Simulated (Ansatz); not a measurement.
BeTe, pressure series

Base system: BeTe in the zinc blende structure (space group F-43m, No. 216).

```
CELL_PARAMETERS angstrom
      0.00000     2.82847     2.82847
      2.82847     0.00000     2.82847
      2.82847     2.82847     0.00000
ATOMIC_POSITIONS crystal
  Te 0.75000 0.75000 0.75000
  Be 0.00000 0.00000 0.00000
```

Cell and atoms are relaxed at each pressure.

Levels (all Ansatz, a first-principles code, PAW): r2SCAN (500 eV, no spin-orbit coupling); HSE06 (420 eV, scalar-relativistic without spin-orbit coupling).

Band gaps by level, all at the geometries relaxed with r2SCAN:

```csv
case,r2SCAN,HSE06
base,2.38 eV,2.69 eV
pressure −2 GPa,2.46 eV,2.78 eV
pressure −1 GPa,2.42 eV,2.74 eV
pressure 7 GPa,2.12 eV,2.43 eV
pressure 15 GPa,1.88 eV,2.18 eV
pressure 50 GPa,1.11 eV,1.39 eV
pressure 75 GPa,0.70 eV,0.98 eV
pressure 100 GPa,0.37 eV,0.64 eV
```

Single points use the geometry relaxed with r2SCAN. HSE06 was sampled on its mesh, a few special points and the semilocal edge points, so its gap is an upper bound. With Te present, leaving out spin-orbit coupling can change the band edges. Load acts through the strain it causes; cell and atoms are relaxed under it. Stability against distortions was not tested. No other phases were tried under pressure.
